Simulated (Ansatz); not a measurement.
Consider MoS2 (space group P6_3/mmc, No. 194; a = 3.1090 Å, c = 11.7090 Å; layered, stacked along the Cartesian z axis). Axes: x lies along a and z along c of the hexagonal cell.

Method: PBEsol-D3(BJ), PAW, 420 eV (Ansatz, a first-principles code; scalar-relativistic without spin-orbit coupling).

For the base:

```
Property                               Value
---------------------  ---------------------
Valence-band top at Γ  0.00, -0.96, -1.60 eV
Volume per atom                     16.34 Å³
```

Perturbation: compressive biaxial strain of 0.60 % in the plane normal to [001], as in epitaxy on a mismatched substrate; the out-of-plane cell vector and the atoms relax.

### Question
Predict the new in-plane stress, valence-band top at Γ and volume per atom.

### Answer
The mean in-plane stress (compression positive) is +1.9 GPa; the valence-band top at Γ (three highest levels, from the VBM) changes from 0.00, -0.96, -1.60 eV to 0.00, -0.98, -1.65 eV; the volume per atom shrinks by 0.164 Å³ (16.34 Å³ → 16.17 Å³).

The levels and masses belong to the bands next to the band gap. Whether these cells are dynamically stable was not tested.
